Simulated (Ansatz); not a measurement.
**Converging the k-point mesh: HgTe (R3m, 2 atoms in the cell)**

```
CELL_PARAMETERS angstrom
      0.00000     3.21385     3.21385
      3.21385     0.00000     3.21385
      3.21385     3.21385     0.00000
ATOMIC_POSITIONS crystal
  Hg 0.00449 0.00449 0.00449
  Te 0.25000 0.25000 0.25000
```

Level of theory: PBEsol, default PAW files made with PBE (plane waves; Ansatz, an electronic-structure program).

Base settings: basis.ecutwfc = 420 eV; kpoints.mp_grid.grid = 7 7 7; hamiltonian.xc = pbesol; hamiltonian.pseudopotentials = {kind: paw} (the program's default PAW files); scf.occupations.method = fermi_dirac; scf.occupations.width = 0.01 eV.

The second cell is the first with its lattice scaled by 0.98.

Only quantities that move along the ladder and can be compared are tabulated.

The count of work is k-points × plane waves × bands × iterations; it is no time. 

The starting cell has typed, rounded lattice constants, without a prior relaxation at this level. Its lattice was rescaled by up to half a per cent. One atom was moved a little off its site on purpose. Ansatz's pressure includes its estimate of the finite-basis (Pulay) stress. The run gives no clean gap (levels at the Fermi energy touch, overlap or are partly filled at this smearing), which alone does not show that the compound is a metal.

Steps (kpoints.mp_grid.grid): 2 2 2; 3 3 3; 4 4 4; 5 5 5; 6 6 6; 7 7 7; 8 8 8; 9 9 9; 10 10 10; 13 13 13; 14 14 14; 16 16 16; 17 17 17; 19 19 19; 21 21 21; 24 24 24; 26 26 26; 29 29 29.

What is the coarsest kpoints.mp_grid.grid that holds the free energy within 0.5 meV/atom of the last step, with all finer ones?

10 10 10, at 0.051 of the last step's count of work; the step before is off by 0.76 meV/atom.

What is the coarsest kpoints.mp_grid.grid that holds the energy of the compressed cell less the first within 2 meV/atom of the last step, with all finer ones?

6 6 6, at 0.014 of the last step's count of work; the step before is off by 2.5 meV/atom.

```tsv
kpoints.mp_grid.grid	free energy less the last step's (meV/atom)	energy of the compressed cell less the first (meV/atom)	pressure (GPa)	largest difference of a force vector from the last step's (eV/Å)	count of work / last
2 2 2	725.79	113.34	7.31	0.010	0.0033
3 3 3	169.05	61.41	3.26	0.009	0.0035
4 4 4	50.36	49.04	2.30	0.005	0.0058
5 5 5	17.74	45.11	1.99	0.003	0.0084
6 6 6	7.11	43.70	1.89	0.002	0.014
7 7 7	3.14	43.15	1.84	0.001	0.020
8 8 8	1.50	42.90	1.82	0.001	0.029
9 9 9	0.76	42.79	1.82	0.000	0.038
10 10 10	0.41	42.73	1.81	0.000	0.051
13 13 13	0.08	42.67	1.81	0.000	0.10
14 14 14	0.04	42.66	1.81	0.000	0.13
16 16 16	0.02	42.66	1.81	0.000	0.18
17 17 17	0.01	42.66	1.81	0.000	0.22
19 19 19	0.01	42.65	1.81	0.000	0.30
21 21 21	0.00	42.65	1.81	0.000	0.40
24 24 24	0.00	42.65	1.81	0.000	0.58
26 26 26	0.00	42.65	1.81	0.000	0.73
29 29 29	0.00	42.65	1.81	0.000	1.0
```

The energy difference between the two cells stays within 1 meV/atom of the last step's from 7 7 7 on, the total only from 9 9 9 on: much of the error is common to both cells and cancels.

Keys are those of Ansatz 0.2.
